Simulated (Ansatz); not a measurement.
Partial pair distribution functions of a relaxed model of amorphous Si30N44Ti3, broadened by 0.06 Å; density 3.05 g/cm³. Method: PBE, scalar-relativistic without spin-orbit coupling (plane waves to 420 eV, PAW; Ansatz, a quantum-chemistry and plane-wave program).

A CHGNet melt-quench gave the starting glass, which DFT then relaxed. N atoms were pushed apart under 1.9 Å during the dynamics, to hinder bonds among them. The hot cell started wider than the set density and was brought back towards it in steps. It is the lowest in DFT energy of 2 quenches. It is a model cell: composition and starting density were chosen by hand, and all elements were melted together. No dispersion term was used. Its density started from a set value of 3.05 and ended at 3.05 g/cm³. The simulated quench (nominally 300 K/ps over its main leg) is rapid and tends to freeze in more defects than a deposited or slowly cooled glass has. Values belong to this one cell and scatter from quench to quench. The volume was held where the preparation left it and the shape relaxed, at a PBE pressure of 0.3 GPa.

```
r (Å)  g Si-N  g N-Ti  g Si-Si  g N-N
-----  ------  ------  -------  -----
1.50     0.02    0.00     0.00   0.00
1.60     1.15    0.02     0.00   0.00
1.70     8.66    0.53     0.00   0.00
1.80     8.72    2.69     0.00   0.00
1.90     1.70    6.33     0.00   0.00
2.00     0.15    4.45     0.00   0.00
2.10     0.01    2.31     0.00   0.00
2.20     0.00    1.10     0.00   0.00
2.30     0.00    0.35     0.07   0.06
2.40     0.05    0.07     0.59   0.29
2.50     0.10    0.50     0.65   0.67
2.60     0.02    0.26     0.36   1.61
2.70     0.07    0.02     0.78   2.95
2.80     0.24    0.32     1.55   3.38
2.90     0.30    0.81     2.80   3.20
3.00     0.41    0.13     3.25   2.69
3.10     0.68    0.01     3.27   1.35
3.20     0.81    0.26     2.53   0.83
3.30     0.82    0.82     1.43   0.68
3.40     1.17    0.72     0.50   0.68
3.50     1.22    1.74     0.27   0.53
3.60     1.16    1.74     0.26   0.44
3.70     1.20    0.63     0.40   0.40
3.80     1.21    1.19     0.42   0.50
3.90     1.33    1.73     0.42   0.50
4.00     1.54    1.57     0.39   0.36
4.10     1.55    1.48     0.59   0.45
4.20     1.38    1.14     0.80   0.72
4.30     1.63    0.58     0.71   0.85
4.40     1.50    1.31     0.63   0.81
4.50     1.40    1.26     0.83   0.92
4.60     1.14    1.14     1.11   1.09
4.70     0.80    0.86     1.43   1.25
```

Within 2.08 Å each Si has 4.00 N neighbours on average.
